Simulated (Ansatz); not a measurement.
TiAl (model structure, started from the CsCl type, Pm-3m, No. 221, 2 atoms in the cell)

The numbers are results of PBEsol (plane waves, PAW; Ansatz, a program for electronic structure), not measurements.

Settings: plane-wave cutoff 500 eV, 16×16×16 k mesh, Fermi–Dirac smearing 0.1 eV, no spin polarisation, scalar-relativistic PAW data made under PBE.

Cell (relaxed at this level):

```xyz
2
Lattice="3.1582 0.0000 0.0000 0.0000 3.1582 0.0000 0.0000 0.0000 3.1582" Properties=species:S:1:pos:R:3 pbc="T T T"
Al     0.0000     0.0000     0.0000
Ti     1.5791     1.5791     1.5791
```

```json
{
  "band_gap": "none"
}
```

Note: the relaxation could raise the start's symmetry but not lower it, so the cell can be a saddle point.

Computed values are for the static lattice.

Cost on a shared machine: around 23 core-seconds (rough).

A model structure was made by putting elements into a prototype or built by hand; it is no filed structure, need not be a known phase, and can be a saddle point held by its symmetry.
